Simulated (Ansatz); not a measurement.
Results of PBE-D3(BJ) (Ansatz, a first-principles code, plane waves, PAW) for white tin (β-Sn).

Settings: plane-wave cutoff 520 eV, 20×20×20 k mesh, Fermi–Dirac smearing 0.05 eV, scalar-relativistic PAW data made under PBE.

The volume scan:

```json
[
 {"V (Å³/atom)": "26.120", "E − E_lowest (meV/atom)": "7.92", "P (GPa)": "2.426"},
 {"V (Å³/atom)": "26.664", "E − E_lowest (meV/atom)": "1.90", "P (GPa)": "1.142"},
 {"V (Å³/atom)": "27.208", "E − E_lowest (meV/atom)": "0.00", "P (GPa)": "-0.001"},
 {"V (Å³/atom)": "27.753", "E − E_lowest (meV/atom)": "1.76", "P (GPa)": "-1.018"},
 {"V (Å³/atom)": "28.297", "E − E_lowest (meV/atom)": "6.79", "P (GPa)": "-1.922"}
]
```

### Question
What bulk modulus B0 and pressure derivative B′ does a third-order Birch–Murnaghan fit give?

### Answer
V0 = 27.208 Å³/atom, B0 = 53.9 GPa, B′ = 4.8 (fit to the energies at full precision).

Shape and atoms are relaxed at each volume.

Measured, for comparison: bulk modulus 57.0 GPa (temperature not stated, no zero-point or thermal correction; as tabulated in Chen et al. (2023), arXiv:2209.05059). Computed (rounded) less measured: bulk modulus -5 %.

Note: the bulk modulus comes from volumes at which shape and atoms were relaxed.

Spin–orbit coupling is not included.

The computed numbers hold no vibrational or temperature effects.
